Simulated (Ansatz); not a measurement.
HfN: pressure series

The parent structure is HfN in the rock salt structure (space group Fm-3m, No. 225; a = 4.548 Å).

Cell and atoms are relaxed at each pressure.

Level of theory: plane-wave PAW DFT at the PBE level (Ansatz, a quantum-chemistry and plane-wave program, 420 eV), scalar-relativistic without spin-orbit coupling, earlier PAW set.

```
pressure (GPa)  volume per atom (Å³/atom)
--------------  -------------------------
-2                                 11.850
-1                                 11.804
0                                  11.759
3                                  11.629
7                                  11.466
15                                 11.173
30                                 10.710
50                                      ?
75                                  9.722
```

Fit the third-order Birch–Murnaghan form P(V) = (3B₀/2)[(V₀/V)^(7/3) − (V₀/V)^(5/3)]·[1 + (3/4)(B₀′ − 4)((V₀/V)^(2/3) − 1)] (squares taken in P) to the rows shown and predict the withheld row.

Least squares on the printed values gives V₀ = 11.759 Å³/atom, B₀ = 263 GPa, B₀′ = 4.2; this predicts 10.214 Å³/atom, and the run gives 10.215 Å³/atom, in agreement.

Load acts through the strain it causes; cell and atoms are relaxed under it. Whether these cells are dynamically stable was not tested. Competing high-pressure phases were not computed. All final runs are without spin polarisation. An odd electron count without spin: HfN.
